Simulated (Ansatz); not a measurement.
## Al: pressure series

Consider Al in the fcc (Cu type) structure (space group Fm-3m, No. 225; a = 4.0405 Å).

Cell and atoms are relaxed at each pressure.

Level of theory: PBE/PAW in Ansatz (an electronic-structure program), no spin-orbit coupling.

```
case               shortest interatomic distance     density
-----------------  -----------------------------  ----------
base                                    285.7 pm  2.72 g/cm³
pressure −2 GPa                         288.4 pm  2.64 g/cm³
pressure −1 GPa                         287.0 pm  2.68 g/cm³
pressure 0.9 GPa                        284.6 pm  2.75 g/cm³
pressure 2.1 GPa                        283.3 pm  2.79 g/cm³
pressure 4.5 GPa                        280.8 pm  2.86 g/cm³
pressure 9 GPa                          276.9 pm  2.99 g/cm³
pressure 15 GPa                         272.6 pm  3.13 g/cm³
pressure 22.5 GPa                       268.2 pm  3.28 g/cm³
pressure 30 GPa                         264.6 pm  3.42 g/cm³
```

Load acts through the strain it causes; cell and atoms are relaxed under it. No phonon test of stability was made. No other phases were tried under pressure.
